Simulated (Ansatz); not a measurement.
Strongest site found for several adsorbates on fcc Rh (111).

All values below come from PBE (plane waves to 420 eV, PAW; Ansatz, a program for electronic structure).

Counted are starts at which the adsorbate stayed whole and on top. Thin slabs; no dispersion, zero-point or thermal terms; negative values mean binding.

```json
[
 {"adsorbate, area an adsorbate": "H, 13 Å²", "reference": "½ H2(g)", "bonded to": "3 Rh", "E_ads (eV)": "?", "shortest bond to the host (Å)": "1.84"},
 {"adsorbate, area an adsorbate": "C, 6 Å²", "reference": "an atom of graphite", "bonded to": "3 Rh", "E_ads (eV)": "2.16", "shortest bond to the host (Å)": "1.93"},
 {"adsorbate, area an adsorbate": "H, 6 Å²", "reference": "½ H2(g)", "bonded to": "3 Rh", "E_ads (eV)": "-0.52", "shortest bond to the host (Å)": "1.83"},
 {"adsorbate, area an adsorbate": "Cl, 13 Å²", "reference": "½ Cl2(g)", "bonded to": "3 Rh", "E_ads (eV)": "-1.17", "shortest bond to the host (Å)": "2.37"},
 {"adsorbate, area an adsorbate": "H, 25 Å²", "reference": "½ H2(g)", "bonded to": "3 Rh", "E_ads (eV)": "-0.55", "shortest bond to the host (Å)": "?"},
 {"adsorbate, area an adsorbate": "N, 6 Å²", "reference": "½ N2(g)", "bonded to": "3 Rh", "E_ads (eV)": "1.11", "shortest bond to the host (Å)": "?"},
 {"adsorbate, area an adsorbate": "C, 25 Å²", "reference": "an atom of graphite", "bonded to": "3 Rh", "E_ads (eV)": "0.58", "shortest bond to the host (Å)": "?"},
 {"adsorbate, area an adsorbate": "Cl, 25 Å²", "reference": "½ Cl2(g)", "bonded to": "3 Rh", "E_ads (eV)": "-1.96", "shortest bond to the host (Å)": "2.44"},
 {"adsorbate, area an adsorbate": "Cl, 6 Å²", "reference": "½ Cl2(g)", "bonded to": "Rh", "E_ads (eV)": "-0.32", "shortest bond to the host (Å)": "2.27"}
]
```

### Question
What belongs in the gaps?

### Answer

- H, 13 Å², E_ads (eV): -0.54
- H, 25 Å², shortest bond to the host (Å): 1.85
- N, 6 Å², shortest bond to the host (Å): 1.96
- C, 25 Å², shortest bond to the host (Å): 1.89
